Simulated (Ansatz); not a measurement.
System: InGaZnO4 (R3m, No. 160, 7 atoms in the cell; start mp-1215688). Method: r²SCAN (Ansatz, a quantum-chemistry and plane-wave program, plane waves, PAW).

Settings: plane-wave cutoff 560 eV, 12×12×12 k mesh, Fermi–Dirac smearing 0.01 eV, scalar-relativistic PAW data made under PBE.

Cell (relaxed at this level):

GaInZnO4 is modelled in the trigonal space group R3m, hexagonal axes (No. 160), Pearson symbol hR7. Lattice parameters: a = 3.311 Å, b = 3.311 Å, c = 25.762 Å, α = 90.00°, β = 90.00°, γ = 120.00°. Zn on 3a sees 4 O at 1.970–1.993 Å and 1 O at 2.517 Å. In on 3a has 6 O at 2.186–2.192 Å (octahedral). Ga on 3a has 5 O at 1.911–1.968 Å (trigonal bipyramidal). O1 on 3a sees 1 Zn at 1.970 Å and 3 In at 2.186 Å (tetrahedral). O2 on 3a is coordinated by 1 Ga at 1.951 Å and 3 In at 2.192 Å (tetrahedral). O3 on 3a is surrounded by 3 Ga at 1.911 Å and 1 Zn at 2.517 Å. O4 on 3a sees 1 Ga at 1.968 Å and 3 Zn at 1.993 Å (tetrahedral). (Neighbours: up to the widest gap in distance over summed covalent radii, below 1.35, at either atom; cation-cation and far metal-metal contacts left out.)
(The calculation used a cell of 7 atoms; values per cell refer to that cell.)

Predict the band gap.


- band gap: 1.77 eV

Spin–orbit coupling is not included.

Static lattice: no zero-point or thermal effects.

Computing time: very roughly 120 core-seconds.

A start named mp-… is a Materials Project structure, which need not be a measured phase.
